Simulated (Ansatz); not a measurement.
Effect of W → Os on W3N4

Take W$_{3}$N$_{4}$ (space group Pm-3m, No. 221; a = 4.179 Å) as the base.

Perturbation: every W is replaced by Os, then cell and atoms are relaxed.

Method: Ansatz (a first-principles code), PBEsol, PAW, cutoff 420 eV, no SOC. Γ-centred 11×11×11 mesh, Fermi–Dirac width 0.05 eV.

```
quantity                                  base          changed      shift
-----------------------------  ---------------  ---------------  ---------
volume per atom                       10.43 Å³         10.26 Å³   -0.17 Å³
lattice parameter a                    4.179 Å          4.157 Å   -0.022 Å
space group                    Pm-3m (No. 221)  Pm-3m (No. 221)          –
shortest interatomic distance          2.090 Å          2.078 Å  -0.0112 Å
band gap                                  zero             zero          –
```

Final structure:

```
CELL_PARAMETERS angstrom
      4.15683     0.00000     0.00000
      0.00000     4.15683     0.00000
      0.00000     0.00000     4.15683
ATOMIC_POSITIONS crystal
  N  0.50000 0.50000 0.50000
  N  0.50000 0.00000 0.00000
  N  0.00000 0.50000 0.00000
  N  0.00000 0.00000 0.50000
  Os 0.50000 0.50000 0.00000
  Os 0.00000 0.50000 0.50000
  Os 0.50000 0.00000 0.50000
```

No phonon test of stability was made. As relaxed here, Os3N4 is a hypothetical phase, not in the database extracts checked. The final runs are not spin-polarised.
